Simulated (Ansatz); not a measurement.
Consider Ta in the bcc (W type) structure (space group Im-3m, No. 229; relaxed with 0.1 eV smearing).

```yaml
crystal:
  lattice:
    - [-1.65304, 1.65304, 1.65304]
    - [1.65304, -1.65304, 1.65304]
    - [1.65304, 1.65304, -1.65304]
  atoms:
    - { symbol: Ta, position: [0.00000, 0.00000, 0.00000] }
```

Cartesian axes are those of the cell as printed.

Level of theory: plane-wave PAW DFT at the r2SCAN level (Ansatz, a program for electronic structure, 500 eV), without spin-orbit coupling.

One thing is altered: an isotropic linear strain of +2.00 %, atoms relaxed at fixed cell.

Q: Predict the stress tensor and what it implies for the stiffness.

A: Stress of the strained cell less that of the base (GPa, compression positive):
```
  -10.8     0.0     0.0
    0.0   -10.8     0.0
    0.0     0.0   -10.8
```

Then B = −ΔP/(ΔV/V₀) with ΔV/V₀ = 0.0612 gives secant stiffness values (nonlinear terms included at this strain): B ≈ 176 GPa.

As a check, the harmonic strain energy −½ V₀ Δσ:ε is 36 meV/atom; the computed energy rise is 39 meV/atom.

Whether these cells are dynamically stable was not tested. The final runs are not spin-polarised.
